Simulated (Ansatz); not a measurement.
In on the Ru site (In_Ru) in hcp Ru (start: the Ru site; 48-site cell, 4×4×4 shifted sampling), host crystal and elements as references (Δμ(Ru) = 0.00 eV, Δμ(In) = 0.00 eV; In taken from its element, since no compound that bounds it was computed at this level; only phases computed here count, gases as isolated molecules at 0 K). Computed with PBE, PAW (plane waves to 420 eV; Ansatz, a program for electronic structure). In charge state 0 (not spin-polarised) the formation energy is 1.24 eV. The crystal has 7.26 × 10^22 Ru sites per cm³. Reference phases: hcp Ru, tetragonal indium. The relaxation kept the symmetry of the site.

Q: Estimate the equilibrium concentration at 1300 K in the dilute limit, leaving out vibrational entropy and degeneracy.

A: kT = 0.1120 eV; c = N exp(−E_f / kT) = 7.26 × 10^22 × exp(−11.1) ≈ 1 × 10^18 cm^-3. An error of 0.2 eV in E_f moves this by a factor of 6.
